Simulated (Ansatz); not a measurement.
# CdSe in the wurtzite structure (space group P6_3mc, No. 186)

CdSe has the hexagonal space group P6₃mc (No. 186), the wurtzite structure, Pearson symbol hP4. Lattice parameters: a = b = 4.383 Å, c = 7.154 Å, α = β = 90.00°, γ = 120.00°. Cd on 2b has 4 Se at 2.682–2.688 Å (tetrahedral). Se on 2b is surrounded by 4 Cd at 2.682–2.688 Å (tetrahedral). (Neighbours: up to the widest gap in distance over summed covalent radii, below 1.35, at either atom; cation-cation and far metal-metal contacts left out.)

Computed with DFT with PBE, PAW potentials and a 420 eV plane-wave cutoff in Ansatz (an electronic-structure program), no SOC. k-mesh 9×9×5 (Γ-centred); smearing 0.05 eV (Fermi–Dirac).

* **Volume per atom**: 29.75 Å³
* **Density**: 5.34 g/cm³
* **Band gap**: 0.54 eV, direct at Γ
* **Lowest conduction-band minima above the VBM**: Γ 0.54 eV
* **Total energy**: -6862.397 eV/atom (σ→0; compares only within this code and set-up)

Stability against distortions was not tested.
